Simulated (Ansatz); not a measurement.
Structure of amorphous IGZO (In$_{6}$Ga$_{12}$Zn$_{6}$O$_{33}$) (periodic cell):

```xyz
57
Lattice="8.8823 -0.0197 -0.2798 -0.0197 9.0778 -0.2759 -0.2798 -0.2759 9.0057" Properties=species:S:1:pos:R:3 pbc="T T T"
In     5.7265     3.5809     0.6048
In     1.3585     3.5664     7.8015
In     3.8459     8.2111     3.6184
In     6.6887     0.4376     2.9503
In     8.5809     8.6129     5.9398
In     0.6148     6.9666     3.5044
Ga     1.2097     1.0754     3.4130
Ga     4.7257     4.8001     6.8877
Ga     7.9528     5.4541     6.0644
Ga     6.9044     0.0404     8.7559
Ga     5.4916     7.9511     6.0682
Ga     4.3001     2.2352     3.4489
Ga     3.9643     1.0904     7.3441
Ga     3.1930     5.0764     2.1281
Ga     1.5955     3.7591     4.6772
Ga     1.4142     6.6542     0.1397
Ga     8.8259     2.7846     1.1578
Ga     1.8470     0.5029     0.1831
Zn     7.4328     3.7705     3.7036
Zn     7.2769     6.2067     0.5385
Zn     2.3483     6.3270     6.3260
Zn     6.5909     2.4732     6.2219
Zn     4.7024     7.5879     0.3727
Zn     6.1843     6.1929     3.1525
O      2.8799     4.2851     6.3930
O      2.2215     1.4454     7.9037
O      6.0881     2.3386     4.1423
O      0.1673     6.5920     1.4676
O      4.3416     6.5527     2.2761
O      6.3909     4.3731     6.0676
O      5.0065     8.7784     7.9119
O      1.4002     1.5870     1.5853
O      2.0748     5.2513     3.6332
O      4.1763     3.4999     2.0863
O      2.5902     2.1783     4.2855
O      7.1226     1.8065     1.0495
O      1.9903     8.4535     2.8131
O      5.9486     7.8922     4.0759
O      8.5617     0.1604     3.8977
O      6.6522     8.1180     0.9254
O      4.5938     0.6442     2.5559
O      0.1995     3.6351     5.9129
O      7.9709     5.7359     4.1666
O      1.3203     7.6668     5.4257
O      5.2704     5.3354     8.6553
O      2.7588     7.9598    -0.1164
O      7.0423     0.7656     6.8289
O      4.9077     2.7034     7.6511
O     -0.1271     8.6601     8.4170
O      6.8452     4.7182     1.9722
O      4.2828     6.4825     6.0700
O      2.4768     5.1038     0.4351
O      4.2439     0.2494     5.7206
O      0.1914     2.9437     3.2954
O      8.4520     3.3750     8.6015
O      0.6240     5.7788     7.4430
O      7.1312     7.1286     6.5804
```

Calculation: PBE, scalar-relativistic without spin-orbit coupling (plane waves to 420 eV, PAW; Ansatz, a quantum-chemistry and plane-wave program).

A CHGNet melt-quench gave the starting glass, which DFT then relaxed. O atoms were pushed apart under 1.9 Å during the dynamics, to hinder bonds among them. The hot cell started wider than the set density and was brought back towards it in steps. It is the lowest in DFT energy of 2 quenches. It is a model cell: composition and starting density were chosen by hand, and all elements were melted together. No dispersion term was used. Its density started from a set value of 5.84 and ended at 5.60 g/cm³. The simulated quench (nominally 170 K/ps over its main leg) is rapid and tends to freeze in more defects than a deposited or slowly cooled glass has. Values belong to this one cell and scatter from quench to quench. Volume and shape were free in the relaxation. On a 2×2×2 Γ-centred mesh force components of up to 0.15 eV/Å stay, since the relaxation ran on the zone centre alone.

Neighbours within In-In 3.12 Å, In-Ga 2.90 Å, In-Zn 2.90 Å, In-O 2.66 Å, Ga-Ga 2.68 Å, Ga-Zn 2.68 Å, Ga-O 2.36 Å, Zn-Zn 2.68 Å, Zn-O 2.40 Å, O-O 1.58 Å count as bonded. Two cations that share two anions don't count as bonded, nor two that share one unless they lie closer than In-In 3.04 Å, In-Ga 2.82 Å, In-Zn 2.82 Å, Ga-Ga 2.61 Å, Ga-Zn 2.61 Å, Zn-Zn 2.61 Å.

Q: Give the coordination numbers, mean bond lengths and angles.

A: 
```
Property                                                          Result
---------------------------------  -------------------------------------
Mean coordination of In by anions              5.50 (3 with 5, 3 with 6)
Mean coordination of Ga by anions              4.50 (6 with 4, 6 with 5)
Mean coordination of Zn by anions              4.17 (5 with 4, 1 with 5)
Mean coordination of O             3.39 (1 with 2, 18 with 3, 14 with 4)
Mean Ga-O bond                      1.937 Å (spread 0.097 Å, 54 counted)
Mean In-O bond                      2.205 Å (spread 0.105 Å, 33 counted)
Mean Zn-O bond                      2.055 Å (spread 0.101 Å, 25 counted)
Bond angle at In                               mean 104.8°, spread 30.2°
Bond angle at Ga                               mean 107.6°, spread 22.0°
Bond angle at Zn                               mean 109.8°, spread 29.0°
Bond angle at O                                mean 111.1°, spread 15.6°
```

Q: List the pairs of like atoms that count as bonded by the rules above.

A: There are none by these rules.
